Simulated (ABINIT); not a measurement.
**Worked example: self-consistent single point of Li₂Ga (Cmcm, 6 atoms in the cell) in ABINIT**

Method of the run: LDA (PW92), PAW (JTH v2.0 LDA PAW) (plane waves; ABINIT).

Input:

```
# Li2Ga, JTH v2.0 LDA PAW
pp_dirpath "./"
pseudos "Li.LDA_PW-JTH.xml, Ga.LDA_PW-JTH.xml"
acell 3*1.0 Angstrom
rprim
         2.2118890000   -4.6041150000    0.0000000000
         2.2118890000    4.6041150000    0.0000000000
         0.0000000000    0.0000000000    4.2488180000
natom 6
ntypat 2
znucl 3 31
typat 1 1 1 1 2 2
xred
         0.4180900000    0.5819100000    0.2500000000
         0.5819100000    0.4180900000    0.7500000000
         0.2405500000    0.7594500000    0.7500000000
         0.7594500000    0.2405500000    0.2500000000
         0.0774300000    0.9225700000    0.2500000000
         0.9225700000    0.0774300000    0.7500000000
ecut 20 Ha
pawecutdg 40 Ha
pawxcdev 0
occopt 3
tsmear 0.00367493
nband 25
kptopt 1
ngkpt 6 6 5
nshiftk 1
shiftk 0 0 0
nstep 50
tolvrs 1.0e-11
prtwf 0
prtden 0
```

Output (repeated stretches shortened):

```
 Symmetries : space group Cm c m (# 63); Bravais oC (1-face-center ortho.)

 -outvars: echo values of preprocessed input variables --------
            acell      1.8897261329E+00  1.8897261329E+00  1.8897261329E+00 Bohr
             ecut      2.00000000E+01 Hartree
              ixc       -1012
         kptrlatt        6    0    0      0    6    0      0    0    5
          kptrlen      4.01455120E+01
            natom           6
            nband          25
            ngfft          40      40      36
          ngfftdg          60      60      48
             nkpt          39
            nstep          50
             nsym           8
           ntypat           2
           occopt           3
        pawecutdg      4.00000000E+01 Hartree
         pawxcdev           0
            rprim      2.2118890000E+00 -4.6041150000E+00  0.0000000000E+00
                       2.2118890000E+00  4.6041150000E+00  0.0000000000E+00
                       0.0000000000E+00  0.0000000000E+00  4.2488180000E+00
          spgroup          63
           tolvrs      1.00000000E-11
           tsmear      3.67493000E-03 Hartree
            typat      1  1  1  1  2  2
           useylm           1
             xred      4.1809000000E-01  5.8191000000E-01  2.5000000000E-01
                       5.8191000000E-01  4.1809000000E-01  7.5000000000E-01
                       2.4055000000E-01  7.5945000000E-01  7.5000000000E-01
                       7.5945000000E-01  2.4055000000E-01  2.5000000000E-01
                       7.7430000000E-02  9.2257000000E-01  2.5000000000E-01
                       9.2257000000E-01  7.7430000000E-02  7.5000000000E-01
            znucl        3.00000   31.00000

== DATASET  1 ==================================================================

 Real(R)+Recip(G) space primitive vectors, cartesian coordinates (Bohr,Bohr^-1):
 R(1)=  4.1798644 -8.7005164  0.0000000  G(1)=  0.1196211 -0.0574679  0.0000000
 R(2)=  4.1798644  8.7005164  0.0000000  G(2)=  0.1196211  0.0574679  0.0000000
 R(3)=  0.0000000  0.0000000  8.0291024  G(3)=  0.0000000  0.0000000  0.1245469
 Unit cell volume ucvol=  5.8398840E+02 bohr^3
 Angles (23,13,12)=  9.00000000E+01  9.00000000E+01  1.28679282E+02 degrees

 Coarse grid specifications (used for wave-functions):

 getcut: wavevector=  0.0000  0.0000  0.0000  ngfft=  40  40  36
         ecut(hartree)=     20.000   => boxcut(ratio)=   2.05951

 Fine grid specifications (used for densities):

 getcut: wavevector=  0.0000  0.0000  0.0000  ngfft=  60  60  48
         ecut(hartree)=     40.000   => boxcut(ratio)=   2.09981

   2.60220615E+03                                ecore*ucvol(ha*bohr**3)

_setup2: Arith. and geom. avg. npw (full set) are    2496.394    2496.383

--- !BeginCycle
solver: {iscf: 17, nstep: 50, nline: 4, wfoptalg: 10, }
tolerances: {tolvrs: 1.00E-11, }
...

     iter   Etot(hartree)      deltaE(h)  residm     nres2
 ETOT  1  -187.99628536060    -1.880E+02 1.012E+00 3.723E+00
 ETOT  2  -188.31743600060    -3.212E-01 1.366E-02 4.819E-01
 ETOT  3  -188.31487685612     2.559E-03 7.243E-03 1.020E-01
 ETOT  4  -188.31486687569     9.980E-06 1.405E-03 1.723E-02
 ETOT  5  -188.31486709966    -2.240E-07 1.234E-03 3.039E-04
 ETOT  6  -188.31486662302     4.766E-07 7.499E-04 2.146E-05
 ETOT  7  -188.31486652641     9.662E-08 3.351E-04 4.277E-07
 ETOT  8  -188.31486653085    -4.442E-09 2.943E-04 2.254E-08
 ETOT  9  -188.31486653082     3.021E-11 2.309E-04 1.808E-09
 ETOT 10  -188.31486653082     2.558E-12 1.665E-04 1.161E-10
 ETOT 11  -188.31486653082    -4.263E-13 3.139E-04 7.461E-12

 At SCF step   11       nres2   =  7.46E-12 < tolvrs=  1.00E-11 =>converged.

 Cartesian components of stress tensor (hartree/bohr^3)
  sigma(1 1)=  4.84699645E-05  sigma(3 2)=  0.00000000E+00
  sigma(2 2)=  1.21763148E-05  sigma(3 1)=  0.00000000E+00
  sigma(3 3)=  4.51880913E-05  sigma(2 1)=  0.00000000E+00

 ----iterations are completed or convergence reached----

 reduced coordinates (array xred) for    6 atoms
       0.418090000000      0.581910000000      0.250000000000
       0.581910000000      0.418090000000      0.750000000000
       0.240550000000      0.759450000000      0.750000000000
       0.759450000000      0.240550000000      0.250000000000
       0.077430000000      0.922570000000      0.250000000000
       0.922570000000      0.077430000000      0.750000000000
 cartesian forces (eV/Angstrom) at end:
    1     -0.00000000000000     0.14997069647773    -0.00000000000000
    2     -0.00000000000000    -0.14997069647773    -0.00000000000000
    3     -0.00000000000000     0.00432519918471     0.00000000000000
    4     -0.00000000000000    -0.00432519918471    -0.00000000000000
    5     -0.00000000000000    -0.10896775472217     0.00000000000000
    6      0.00000000000000     0.10896775472217    -0.00000000000000
 frms,max,avg= 6.1809644E-02 1.4997070E-01   0.000E+00  0.000E+00  0.000E+00 e/A
 length scales=  1.889726132886  1.889726132886  1.889726132886 bohr
              =  1.000000000000  1.000000000000  1.000000000000 angstroms
 Fermi (or HOMO) energy (hartree) =   0.09844   Average Vxc (hartree)=  -0.33013
 Eigenvalues (hartree) for nkpt=  39  k points:
 kpt#   1, nband= 25, wtk=  0.00556, kpt=  0.0000  0.0000  0.0000 (reduced coord)
  -1.56129   -1.55980   -1.55011   -1.54971   -0.44130   -0.43889   -0.43760   -0.43659
  -0.43493   -0.43291   -0.43071   -0.42967   -0.42964   -0.42739   -0.21423   -0.00995
   0.04499    0.06656    0.08058    0.13724    0.16994    0.20099    0.21353    0.30694
   0.31861
      occupation numbers for kpt#   1
   2.00000    2.00000    2.00000    2.00000    2.00000    2.00000    2.00000    2.00000
   2.00000    2.00000    2.00000    2.00000    2.00000    2.00000    2.00000    2.00000
   2.00000    1.99966    1.98462    0.00005    0.00000    0.00000    0.00000    0.00000
   0.00000
 prteigrs : prtvol=0 or 1, do not print more k-points.

--- !EnergyTerms
comment             : Components of total free energy in Hartree
kinetic             :  1.63567119000752E+01
hartree             :  6.05777781618589E+01
xc                  : -5.79823376535149E+00
Ewald energy        : -9.36897626650476E+01
psp_core            :  4.45592093871740E+00
local_psp           : -1.54353330293369E+02
spherical_terms     : -1.58620904471800E+01
internal            : -1.88313006170297E+02
'-kT*entropy'       : -1.85941458495201E-03
total_energy        : -1.88314865584881E+02
total_energy_eV     : -5.12430809397451E+03
...

-Cartesian components of stress tensor (GPa)         [Pressure= -1.0379E+00 GPa]
- sigma(1 1)=  1.42603535E+00  sigma(3 2)=  0.00000000E+00
- sigma(2 2)=  3.58239489E-01  sigma(3 1)=  0.00000000E+00
- sigma(3 3)=  1.32947932E+00  sigma(2 1)=  0.00000000E+00

 Calculation completed.
```

The run converged in 11 iterations.

The starting cell comes from a database of computed structures (which also holds hypothetical and non-ambient phases and stackings), without a prior relaxation at this level. Its lattice was rescaled by a random factor within 2.5 % of one.

Cost on one core of a shared machine: roughly 2 min.
